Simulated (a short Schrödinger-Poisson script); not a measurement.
Solved with a short Schrödinger-Poisson script written for these runs: one-band effective-mass equation with BenDaniel-Duke matching, electrons, heavy and light holes apart, hard walls at the outer ends, one valence edge for both holes (no strain splitting), no charge, excitons, band mixing or non-parabolicity; under a field the levels are quasi-bound states of a box, listed while three quarters of their weight lies within 4 nm of the wells.

Structure: coupled double Ge/Si0.15Ge0.85 quantum well.

From the first side: 20 nm Si0.15Ge0.85; 5 nm Ge; 3 nm Si0.15Ge0.85; 3 nm Ge; 20 nm Si0.15Ge0.85.

The device is made up for the run: typed textbook-type constants, with dimensions and the other settings drawn at random. Ge: direct gap (eV) 0.88, conduction-band edge (eV) 0, electron mass (mₑ) 0.041, heavy-hole mass 0.21, light-hole mass 0.046. Si0.15Ge0.85: direct gap (eV) 1.36, conduction-band edge (eV) 0.4, electron mass (mₑ) 0.053, heavy-hole mass 0.24, light-hole mass 0.06.

The valence-band edge of each layer lies one gap below its conduction-band edge. The electron's potential energy rises along the stack by the applied field. Mesh 0.03 nm at interfaces.

Q: Give the e2 − e1 (meV); the shift of e1-hh1 at 32.6 kV/cm (meV); the squared e1-hh1 overlap at zero applied field.

A: e2 − e1 (meV): 87.9; shift of e1-hh1 at 32.6 kV/cm (meV): -7.2; squared e1-hh1 overlap at zero applied field: 1.00. Excitons are left out, and strain enters only through the typed gaps and offsets, so measured lines lie elsewhere.
